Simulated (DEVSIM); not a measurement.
**abrupt Ge n-p junction**

Device: abrupt Ge n-p junction, at 400 K.

```csv
layer (left to right),material,thickness (μm),Nd (cm⁻³),Na (cm⁻³),τn (s),τp (s)
1,Ge,22.0,7.8e18,-,1.1e-5,3.3e-7
2,Ge,3.50,-,3.1e14,1.1e-5,1.1e-5
```

Left contact: ohmic. Right contact: ohmic. Voltage is applied to the left contact. Recombination: SRH at mid-gap, radiative, Auger. Mobility is μmin + (μ − μmin)/(1 + (N/Nref)^α).

Constants are typed, rounded textbook-type inputs, not results; the design itself was drawn at random and stands for no fabricated device. Values at 300 K; Nc and Nv go as T^1.5, mobilities as T to minus their exponent, the gap by Varshni's rule with the affinity fixed.

```
parameter               Ge
----------------  --------
gap (eV)             0.664
affinity (eV)            4
permittivity            16
Nc (cm⁻³)          1.04e19
Nv (cm⁻³)             6e18
μn (cm²/Vs)           3900
μp (cm²/Vs)           1900
μn,min                 150
μp,min                 100
Nref,n              2.6e17
Nref,p                4e17
αn                    0.56
αp                     0.6
T exponent of μn      1.66
T exponent of μp      2.33
B (cm³/s)          6.4e-14
Cn (cm⁶/s)           1e-31
Cp (cm⁶/s)           1e-31
Varshni α (eV/K)  0.000477
Varshni β (K)          235
```

Simulated with DEVSIM: 1D drift-diffusion, Boltzmann statistics, complete ionisation; no tunnelling, impact ionisation, image-force lowering or self-heating.

```
Item                                                Result
---------------------------------------------  -----------
Potential step across the device at zero bias      0.300 V
Largest field in the device at zero bias       150000 V/cm
```
